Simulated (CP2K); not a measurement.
A self-consistent single point of BaSn3Pd (I4mm, 5 atoms in the cell) with CP2K.

Method of the run: LDA (Pade form), GPW, TZVP-MOLOPT-SR-GTH basis, GTH-PADE potentials (GTH_POTENTIALS) run with CP2K 2026.2.

The change in words: lattice scaled by 0.98. Reference geometry:
```
BaSn3Pd
1.0
    6.62875     0.00000     0.00000
    2.95211     5.93509     0.00000
   -4.79043    -2.96755     3.49081
Ba Sn Pd
1 3 1
Cartesian
  9.58076   5.93503   0.00000
  1.47165   2.96482   1.74540
  3.30997  -0.00273   1.74540
  3.95268   2.44858   0.00000
  6.23120   3.86007   0.00000
```

Reference input (self-consistent single point, DFT LDA (Pade form), GPW, TZVP-MOLOPT-SR-GTH basis, GTH-PADE potentials (GTH_POTENTIALS)): CUTOFF = 500 Ry; REL_CUTOFF = 50 Ry; SMEAR/METHOD = FERMI_DIRAC; ELECTRONIC_TEMPERATURE = 580.23 K; KPOINTS/SCHEME = MONKHORST-PACK 5 5 5; XC_FUNCTIONAL = PADE; Ba/BASIS_SET = TZVP-MOLOPT-SR-GTH-q10; Ba/POTENTIAL = GTH-PADE-q10; Sn/BASIS_SET = TZVP-MOLOPT-SR-GTH-q4; Sn/POTENTIAL = GTH-PADE-q4; Pd/BASIS_SET = TZVP-MOLOPT-SR-GTH-q18; Pd/POTENTIAL = GTH-PADE-q18. This run's input differs from it in these lines:

```diff
@@ -62,5 +62,5 @@
     &CELL
-      A 6.62874600 0.00000000 0.00000000
-      B 2.95210800 5.93509300 0.00000000
-      C -4.79042700 -2.96754700 3.49080900
+      A 6.49617100 0.00000000 0.00000000
+      B 2.89306700 5.81639100 0.00000000
+      C -4.69461900 -2.90819500 3.42099300
       PERIODIC XYZ
@@ -68,7 +68,7 @@
     &COORD
-      Ba       9.58075819     5.93503365     0.00000000
-      Sn       1.47164681     2.96481611     1.74540450
-      Sn       3.30996581    -0.00273039     1.74540450
-      Sn       3.95267713     2.44858197     0.00000000
-      Pd       6.23119582     3.86006579     0.00000000
+      Ba       9.38914411     5.81633284     0.00000000
+      Sn       1.44221445     2.90552021     1.71049650
+      Sn       3.24376645    -0.00267529     1.71049650
+      Sn       3.87362403     2.39961027     0.00000000
+      Pd       6.10657261     3.78286438     0.00000000
     &END COORD
```

Log, with long lists cut:

```
 SCF WAVEFUNCTION OPTIMIZATION

  Step     Update method      Time    Convergence         Total energy    Change
     1 NoMix/Diag. 0.30E+00      -     7.47003022      -164.0270568920 -1.64E+02
     2 Broy./Diag. 0.30E+00      -    11.30444739      -169.5465341679 -5.52E+00
     3 Broy./Diag. 0.30E+00      -     0.94798307      -159.7963421715  9.75E+00
     4 Broy./Diag. 0.30E+00      -     0.59574268      -162.4867007189 -2.69E+00
     5 Broy./Diag. 0.30E+00      -     0.86707518      -164.0504996811 -1.56E+00
     6 Broy./Diag. 0.30E+00      -     0.15956850      -163.1794471420  8.71E-01
   [... 6 lines left out ...]
    13 Broy./Diag. 0.30E+00      -     0.00005653      -163.2899041037 -1.89E-04
    14 Broy./Diag. 0.30E+00      -     0.00003023      -163.2898960739  8.03E-06
    15 Broy./Diag. 0.30E+00      -     0.00001390      -163.2898970040 -9.30E-07
    16 Broy./Diag. 0.30E+00      -     0.00000057      -163.2898978810 -8.77E-07
  *** SCF run converged in    16 steps ***

  Overlap energy of the core charge distribution:               0.00000000084687
  Self energy of the core charge distribution:               -297.54453975220673
  Core Hamiltonian energy:                                     68.08324252762070
  Hartree energy:                                              85.53278750000621
  Exchange-correlation energy:                                -19.36044784909782
  Electronic entropic energy:                                  -0.00094030814823
  Fermi energy:                                                 0.26632678018713

  Total energy:                                              -163.28989788096939
  Total energy (extrapolated to T->0):                       -163.28942772689527

   [... lines left out ...]

 STRESS| Analytical stress tensor [bar]
 STRESS|                        x                   y                   z
 STRESS|      x       -1.16755896871E+04  -1.06100856737E+03   3.32186881531E-02
 STRESS|      y       -1.06100856737E+03  -1.06201824822E+04  -3.78253472703E-02
 STRESS|      z        3.32186881531E-02  -3.78253472703E-02  -9.96305862470E+03
 STRESS| 1/3 Trace                                            -1.07529435980E+04
```

The run converged in 16 iterations. Against the reference run the free energy drops by 28.2 meV/atom, the pressure goes from -4.33 to -1.08 GPa and the largest force goes from 0.151 to 0.231 eV/Å.

The starting cell comes from a database of computed structures (which also holds hypothetical and non-ambient phases and stackings), without a prior relaxation at this level. For this run, on top of that: lattice scaled by 0.98. Spin polarisation is off. Values carry the incompleteness of an atom-centred basis.

Cost on one core of a shared machine: roughly 80 s.
